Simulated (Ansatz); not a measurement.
Given:

End structure of a constructed model of the (111) surface of fcc Au, (√3x√3)R30° surface alloy, Sb on one Au site of the top plane (bottom of the slab: a bare face, its two planes held):

```xyz
18
Lattice="4.4094 2.5458 0.0000 -4.4094 2.5458 0.0000 0.0000 0.0000 28.5000" Properties=species:S:1:pos:R:3 pbc="T T T"
Au    -2.9396     1.6972     8.2466
Au     0.0000     1.6972     8.2466
Au     2.9396     1.6972     8.2466
Au    -1.4698     0.8486    10.6467
Au     1.4698     0.8486    10.6467
Au     0.0000     3.3943    10.6467
Au     0.0000     0.0000    13.0588
Au    -1.4698     2.5458    13.0254
Au     1.4698     2.5458    13.0254
Au    -2.9263     1.6895    15.4350
Au     0.0000     1.7125    15.4350
Au     2.9263     1.6895    15.4350
Au    -1.4657     0.8462    17.8470
Au     1.4657     0.8462    17.8470
Au     0.0000     3.3990    17.8470
Sb     0.0000     0.0000    20.3709
Au    -1.4698     2.5458    20.3860
Au     1.4698     2.5458    20.3860
```

Model: 18-atom slab, 12.0 Å thick at the start, 9x9x1 mesh, Fermi-Dirac 0.1 eV, dipole correction, 6 atoms held, the rest relaxed; symmetry of the start imposed; no spin, no spin-orbit, no U. It is one candidate, not shown to be the stable structure of the face.

### Question
What is the computed work function of the top face (Ansatz (a program for electronic structure) with PBE)?

### Answer
4.69 eV
